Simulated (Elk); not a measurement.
Input and output of a self-consistent single point for LiBr (Fm-3m, 2 atoms in the cell) (Elk)

Level of theory: LDA (PW92), all-electron FP-LAPW, Elk's shipped species files, default APW+lo basis (Elk 10.2.4).

The input file:

```
tasks
  0

swidth
  0.000367493

maxscl
  100

scale
  7.276324537

avec
    0.0000000000    0.7071067812    0.7071067812
    0.7071067812    0.0000000000    0.7071067812
    0.7071067812    0.7071067812    0.0000000000

sppath
  'species/'

atoms
  2
  'Li.in'
  1
  0.0000000000  0.0000000000  0.0000000000    0.0 0.0 0.0
  'Br.in'
  1
  0.5000000000  0.5000000000  0.5000000000    0.0 0.0 0.0

ngridk
  10 10 10
```

The program printed (abridged):

```
│ Elk code version 10.2.4 │

All units are atomic (Hartree, Bohr, etc.)

│ Ground-state run starting from atomic densities │

Lattice vectors :
   0.000000000       5.145138422       5.145138422
   5.145138422       0.000000000       5.145138422
   5.145138422       5.145138422       0.000000000

Unit cell volume      :    272.4088329
Brillouin zone volume :   0.9105806547

Muffin-tin inner radius fraction :   0.1000000000E-01

Nuclei treated as point charges

Species :    1 (Li)
 parameters loaded from : Li.in
 name : lithium
 nuclear charge    :   -3.000000000
 electronic charge :    3.000000000
 atomic mass :    12652.66897
 muffin-tin radius :    1.800000000
 number of radial points in muffin-tin :    297
 atomic positions (lattice), magnetic fields (Cartesian) :
   1 :   0.00000000  0.00000000  0.00000000    0.00000000  0.00000000  0.00000000

Species :    2 (Br)
 parameters loaded from : Br.in
 name : bromine
 nuclear charge    :   -35.00000000
 electronic charge :    35.00000000
 atomic mass :    145656.0815
 muffin-tin radius :    2.400000000
 number of radial points in muffin-tin :    497
 atomic positions (lattice), magnetic fields (Cartesian) :
   1 :   0.50000000  0.50000000  0.50000000    0.00000000  0.00000000  0.00000000

Total number of atoms per unit cell :    2

Spin treatment :
 spin-unpolarised

Number of Bravais lattice symmetries :   48
Number of crystal symmetries         :   48
Crystal has inversion symmetry
Real symmetric eigensolver will be used

k-point grid :     10    10    10
k-point offset :    0.000000000       0.000000000       0.000000000
k-point set is reduced with full crystal symmetry group
Total number of k-points :       47

Muffin-tin radius times maximum |G+k| :    7.000000000
 using average radius
Maximum |G+k| for APW functions       :    3.333333333
Maximum (1/2)|G+k|²                   :    5.555555556
Maximum |G| for potential and density :    12.00000000
 potential will be trimmed for |G| > 2 gkmax
Constant for pseudocharge density :    7
Radial integration step length :    4

G-vector grid sizes :     28    28    28
Number of G-vectors :     7823

Maximum angular momentum used for
 APW functions                      :    8
 outer part of muffin-tin           :    6
 inner part of muffin-tin           :    1

Total nuclear charge    :   -38.00000000
Total core charge       :    18.00000000
Total valence charge    :    20.00000000
Total excess charge     :    0.000000000
Total electronic charge :    38.00000000

Effective Wigner radius, rₛ :    1.196142697

Number of empty states         :    8
Total number of valence states :   18
Total number of core states    :   18

Total number of local-orbitals :   20

Exchange-correlation functional :      3     0     0
 Perdew-Wang/Ceperley-Alder, Phys. Rev. B 45, 13244 (1992)
 gradient requirement :    0
 local density approximation (LDA)

Smearing type :    3
 Fermi-Dirac
Smearing width :   0.3674930000E-03
Effective electronic temperature (K) :    116.0451112

Mixing type :    3
 Broyden mixing, J. Phys. A: Math. Gen. 17, L317 (1984)

Kohn-Sham potential initialised from atomic data

│ Self-consistent loop started │
│ Loop number : 1 │
 total energy                :     -2614.50136066
│ Loop number : 2 │
 total energy                :     -2614.46569965
RMS change in Kohn-Sham potential (target) :   0.5916622792E-01 (  0.1000000000E-05)
Absolute change in total energy (target)   :   0.3566101236E-01 (  0.1000000000E-03)
│ Loop number : 3 │
 total energy                :     -2613.36377714
RMS change in Kohn-Sham potential (target) :   0.4160015401E-01 (  0.1000000000E-05)
Absolute change in total energy (target)   :    1.110837762     (  0.1000000000E-03)
│ Loop number : 4 │
 total energy                :     -2612.16841217
RMS change in Kohn-Sham potential (target) :   0.2165380959E-01 (  0.1000000000E-05)
Absolute change in total energy (target)   :    1.473074413     (  0.1000000000E-03)
│ Loop number : 5 │
 total energy                :     -2611.36430658
RMS change in Kohn-Sham potential (target) :   0.7974324894E-02 (  0.1000000000E-05)
Absolute change in total energy (target)   :    1.172374195     (  0.1000000000E-03)
│ Loop number : 6 │
 total energy                :     -2611.02402255
RMS change in Kohn-Sham potential (target) :   0.2161761156E-02 (  0.1000000000E-05)
Absolute change in total energy (target)   :   0.6333775722     (  0.1000000000E-03)
│ Loop number : 7 │
 total energy                :     -2610.89572041
RMS change in Kohn-Sham potential (target) :   0.7752430091E-04 (  0.1000000000E-05)
Absolute change in total energy (target)   :   0.2866465381     (  0.1000000000E-03)
│ Loop number : 8 │
 total energy                :     -2610.89654456
RMS change in Kohn-Sham potential (target) :   0.3081460307E-04 (  0.1000000000E-05)
Absolute change in total energy (target)   :   0.7083748186E-01 (  0.1000000000E-03)
│ Loop number : 9 │
 total energy                :     -2610.89535466
RMS change in Kohn-Sham potential (target) :   0.4463850170E-05 (  0.1000000000E-05)
Absolute change in total energy (target)   :   0.1889927494E-01 (  0.1000000000E-03)
│ Loop number : 10 │
 total energy                :     -2610.89553073
RMS change in Kohn-Sham potential (target) :   0.1144782354E-05 (  0.1000000000E-05)
Absolute change in total energy (target)   :   0.4548741844E-02 (  0.1000000000E-03)
│ Loop number : 11 │
 total energy                :     -2610.89557198
RMS change in Kohn-Sham potential (target) :   0.4915802266E-06 (  0.1000000000E-05)
Absolute change in total energy (target)   :   0.1095940987E-02 (  0.1000000000E-03)
│ Loop number : 12 │
 total energy                :     -2610.89556696
RMS change in Kohn-Sham potential (target) :   0.5816069044E-07 (  0.1000000000E-05)
Absolute change in total energy (target)   :   0.2790070953E-03 (  0.1000000000E-03)
│ Loop number : 13 │
 total energy                :     -2610.89556569
RMS change in Kohn-Sham potential (target) :   0.2066686562E-07 (  0.1000000000E-05)
Absolute change in total energy (target)   :   0.7101883693E-04 (  0.1000000000E-03)
Convergence targets achieved

│ Loop number : 14 │

Energies :
 Fermi                       :     0.375180437750E-01
 sum of eigenvalues          :     -1516.34223359
 electron kinetic            :      2675.66930935
 core electron kinetic       :      2430.85345419
 Coulomb                     :     -5195.82401850
 Coulomb potential           :     -4071.81254077
 nuclear-nuclear             :     -252.168503854
 electron-nuclear            :     -5815.49848853
 Hartree                     :      871.842973881
 Madelung                    :     -3159.91774812
 xc potential                :     -120.199002175
 exchange                    :     -87.3864711191
 correlation                 :     -3.35438589139
 electron entropic           :    -0.760214165204E-12
 total energy                :     -2610.89556616

Density of states at Fermi energy :   0.2719108903E-06
 (states/Hartree/unit cell)

Estimated indirect band gap :   0.1759488296
 from k-point     15 to k-point      1
Estimated direct band gap   :   0.1761883622
 at k-point      1

Charges :
 core                        :    18.00000000
 valence                     :    20.00000000
 interstitial                :    2.366242619
 muffin-tins (core leakage)
  species :    1 (Li)
   atom    1                 :    2.097884460     (   0.000000000    )
  species :    2 (Br)
   atom    1                 :    33.53587292     (  0.2384176920E-04)
 total in muffin-tins        :    35.63375738
 total calculated charge     :    37.99016786
 total charge                :    38.00000000
 error                       :   0.9832139706E-02

│ Self-consistent loop stopped │
```

The run converged in 14 iterations. The count includes the last loop, which Elk runs after its targets are met.

The starting cell comes from a database of computed structures (which also holds hypothetical and non-ambient phases and stackings), without a prior relaxation at this level. Values depend on the basis (sphere radii, cutoffs, local orbitals), which need not be converged.
